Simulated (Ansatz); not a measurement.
Ansatz (a first-principles code), DFT, PBE, plane waves, its default PAW files: Cu(111) slab of 4 layers, 2x2, atoms displaced (Cu16), unrelaxed, 16 atoms. Basis and mesh were picked for this test and aren't claimed converged.

- cell = 5.11, 5.11, 16.26 Å; 90, 90, 60°
- distance to the nearest atom = 2.40 to 2.54 Å
- task = single point
- k mesh = 6×6×1
- hamiltonian.xc = pbe
- kind of files = paw
- scf.occupations.method = fermi_dirac
- scf.occupations.width = 0.2 eV
- scf.initial_density.chi_scale = 0.1
- output.forces = true
- binding of workers (--pin) = off
- k-point pools (--kpoint-pools) = 1
- memory maximum (--max-ram) = 8GiB
- accuracy = medium (default)
- basis.precision = auto (default)
- basis.xc_grid = 2 (default)
- scf.eigensolver.kind = auto (default)
- scf.convergence.dr2_threshold = 1e-07 (default)
- scf.lower_state_search = light (default)
- k-points after symmetry = 20
- bands at the start = 175
- electrons = 304
- plane waves at Γ = 7201
- cutoff (eV) = 420
- FFT grid = 36×36×120
- symmetry operations = 1

One run each.

All on 4 threads. Base settings, kept where nothing else is said: scf.mixing.algorithm = auto (default), scf.mixing.preconditioner = auto (default) (scf.mixing.beta, scf.mixing.ndim not set). The settings tried:
- scf.mixing.preconditioner = none
- scf.mixing.algorithm = broyden, scf.mixing.beta = 1
- scf.mixing.algorithm = broyden
- scf.mixing.algorithm = broyden, scf.mixing.beta = 0.3
- scf.mixing.algorithm = broyden, scf.mixing.preconditioner = none
- scf.mixing.algorithm = broyden, scf.mixing.preconditioner = kerker
- the base settings
- scf.mixing.algorithm = msr1
- scf.mixing.algorithm = anderson
- scf.mixing.preconditioner = ldos
- scf.mixing.preconditioner = kerker
- scf.mixing.algorithm = broyden, scf.mixing.beta = 0.1
- scf.mixing.algorithm = broyden, scf.mixing.beta = 0.7
- scf.mixing.algorithm = anderson, scf.mixing.ndim = 1
- scf.mixing.preconditioner = local_kerker
- scf.mixing.preconditioner = kerker_dos

**Question.** Name the extremes by SCF iterations (all cycles of the run, searches included): fewest, most, and any that don't converge.

**Answer.** Fewest SCF iterations (all cycles of the run, searches included), with those close behind: the base settings (12); scf.mixing.algorithm = msr1 (12); scf.mixing.preconditioner = ldos (12); scf.mixing.algorithm = broyden, scf.mixing.beta = 0.3 (14); scf.mixing.algorithm = broyden, scf.mixing.beta = 0.7 (14). Most among those that reach the base run's result: scf.mixing.preconditioner = kerker (36); scf.mixing.algorithm = broyden, scf.mixing.preconditioner = kerker (32). No count from: scf.mixing.algorithm = anderson, scf.mixing.ndim = 1 (unfinished when stopped at the time that we allowed, after 15 SCF iterations (all cycles of the run, searches included)). All the others converged.

```
setting                                                             SCF iterations (all cycles of the run, searches included)  applications of H to a band        end
------------------------------------------------------------------  ---------------------------------------------------------  ---------------------------  ---------
the base settings                                                                                                          12                        90511  converged
scf.mixing.algorithm = msr1                                                                                                12                        90511  converged
scf.mixing.preconditioner = ldos                                                                                           12                        90511  converged
scf.mixing.algorithm = broyden, scf.mixing.beta = 0.3                                                                      14                        95594  converged
scf.mixing.algorithm = broyden, scf.mixing.beta = 0.7                                                                      14                       100743  converged
scf.mixing.algorithm = broyden                                                                                             17                       121372  converged
scf.mixing.algorithm = anderson                                                                                            17                       119747  converged
scf.mixing.preconditioner = local_kerker                                                                                   17                       112371  converged
scf.mixing.algorithm = broyden, scf.mixing.beta = 1                                                                        17                       121372  converged
scf.mixing.preconditioner = none                                                                                           18                       112157  converged
scf.mixing.algorithm = broyden, scf.mixing.preconditioner = none                                                           19                       115598  converged
scf.mixing.algorithm = broyden, scf.mixing.beta = 0.1                                                                      22                       126044  converged
scf.mixing.preconditioner = kerker_dos                                                                                     25                       156807  converged
scf.mixing.algorithm = broyden, scf.mixing.preconditioner = kerker                                                         32                       218338  converged
scf.mixing.preconditioner = kerker                                                                                         36                       215580  converged
```

7 planned settings were not run, for want of time.

Keys are those of Ansatz 0.2.
